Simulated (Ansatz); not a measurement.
Cell and atoms of amorphous indium oxide (In₂₄O₃₅):

```xyz
59
Lattice="9.7094 0.0000 0.0000 0.0000 9.7094 0.0000 0.0000 0.0000 9.7094" Properties=species:S:1:pos:R:3 pbc="T T T"
In     2.8500     2.6969     8.8033
In     3.4302     1.6485     2.5916
In     8.7052     5.7556     3.0501
In     0.5617     7.2261     5.9567
In     3.6400     5.4665     6.6428
In     7.2966     4.2787     0.2145
In     0.0857     1.7156     0.3834
In     9.2048     3.6075     6.7981
In     0.9755     5.4723     9.5545
In     5.3617     5.0565     2.9881
In     1.6815     0.7782     5.9745
In     7.3802     1.9173     2.6453
In     4.6008     8.7792     6.9703
In     1.8104     4.0280     4.1295
In     5.9506     8.4875     3.1109
In     0.1400     9.6313     3.3261
In     7.5187     9.6939     5.8912
In     4.6819     7.0662     0.2035
In     6.9069     6.0447     6.2146
In     8.3160     7.8216     9.2080
In     5.7651     0.6928     9.6549
In     1.8477     8.7559     8.8882
In     6.0622     2.8105     6.9979
In     2.2486     6.8606     2.7561
O      3.7517     3.6164     3.3496
O      2.2259     1.9830     0.9373
O      6.5074     8.3763     0.6169
O      2.2942     5.9697     5.0704
O      5.5732     8.9856     5.1366
O      2.5717     4.6815     8.2414
O      5.3523     0.8835     2.1587
O      5.4836     5.2192     0.8152
O      6.8277     6.5159     3.8734
O      0.3865     7.5425     3.4733
O      4.9916     6.7652     7.5953
O      4.9086     2.5645     8.7712
O      5.3268     4.5020     5.7495
O      7.3515     4.4341     7.7536
O      7.6745     0.0018     3.5674
O      8.6541     5.9845     0.7106
O      0.0586     3.5785     8.9642
O      9.6525     9.3294     5.5627
O      0.0334     9.2735     0.2924
O      7.2756     4.0247     2.6108
O      4.0075     9.0386     9.1415
O      2.3811     6.9782     0.5854
O      1.2592     2.8974     5.7605
O      7.7461     7.7998     7.0803
O      4.3440     7.0864     2.5935
O      7.8029     2.1838     5.9431
O      1.5929     1.1437     8.0779
O      9.5181     1.8261     2.5165
O      9.0088     5.4357     5.4878
O      2.4821     8.5759     6.6776
O      7.5043     2.0613     0.4308
O      1.0042     5.0345     2.4825
O      0.5206     7.0894     8.1433
O      6.1164     0.5583     7.4953
O      2.2194     0.5086     3.8854
```

Method: PBE, scalar-relativistic without spin-orbit coupling (plane waves to 420 eV, PAW; Ansatz, a quantum-chemistry and plane-wave program). The usual formal charges leave 2 electrons over, so the level spacing at the Fermi energy parts defect or band states and needn't be the band gap.

A CHGNet melt-quench gave the starting glass, which DFT then relaxed. O atoms were pushed apart under 1.9 Å during the dynamics, to hinder bonds among them. It is the lowest in DFT energy of 2 quenches. It is a model cell: composition and starting density were chosen by hand, and all elements were melted together. No dispersion term was used. Its density started from a set value of 6.01 and ended at 6.02 g/cm³. The quench (nominally 53 K/ps over its main leg) was far faster than any real one, so the model tends to hold more defects than a real film. A cell of this size samples the disorder only roughly. The volume was held where the preparation left it, at a PBE pressure of -3.5 GPa (tension). Stress components on the final sampling reach 4.9 GPa.

Neighbours within In-In 3.12 Å, In-O 2.88 Å, O-O 1.58 Å count as bonded. Two cations that share two anions don't count as bonded, nor two that share one unless they lie closer than In-In 3.04 Å.

**Question.** Give the coordination numbers, mean bond lengths and angles.

**Answer.** 
```json
{
 "Mean coordination of In by anions": "5.38 (4 with 4, 8 with 5, 11 with 6, 1 with 7)",
 "Mean coordination of O": "3.69 (11 with 3, 24 with 4)",
 "Mean In-O bond": "2.240 Å (spread 0.139 Å, 129 counted)",
 "Bond angle at In": "mean 105.1°, spread 29.2°",
 "Bond angle at O": "mean 109.8°, spread 15.2°"
}
```

**Question.** List the pairs of like atoms that count as bonded by the rules above.

**Answer.** There are none by these rules.
